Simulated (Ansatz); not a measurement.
The reference is WSi$_{2}$ (space group I4/mmm, No. 139; relaxed with 0.1 eV smearing).

```yaml
crystal:
  lattice:
    - [-1.61445, 1.61445, 3.93487]
    - [1.61445, -1.61445, 3.93487]
    - [1.61445, 1.61445, -3.93487]
  atoms:
    - { symbol: Si, position: [0.66548, 0.66548, 0.00000] }
    - { symbol: Si, position: [0.33452, 0.33452, 0.00000] }
    - { symbol: W, position: [0.00000, 0.00000, 0.00000] }
```

Cartesian axes are those of the cell as printed.

All numbers come from PBE, PAW, 420 eV (Ansatz, an electronic-structure program; no SOC).

Base values:

| Quantity | Value |
|---|---|
| Shortest interatomic distance | 2.605 Å |
| Pressure | 0.0 GPa |

The change: the cell is compressed by 1.00 % along z with no lateral relaxation, atoms relaxed at fixed cell.

Q: Predict the new shortest interatomic distance.

A: The shortest interatomic distance falls by 0.024 Å, from 2.605 Å to 2.581 Å.

Q: Estimate the effect on the energy relative to the base.

A: The energy increases by 2.3 meV/atom.

Q: Estimate the effect on the pressure.

A: The pressure (mean of the normal stresses, compression positive) goes from zero to 2.5 GPa.

The cells carry an imposed strain or load. Stability against distortions was not tested. The final runs are not spin-polarised.
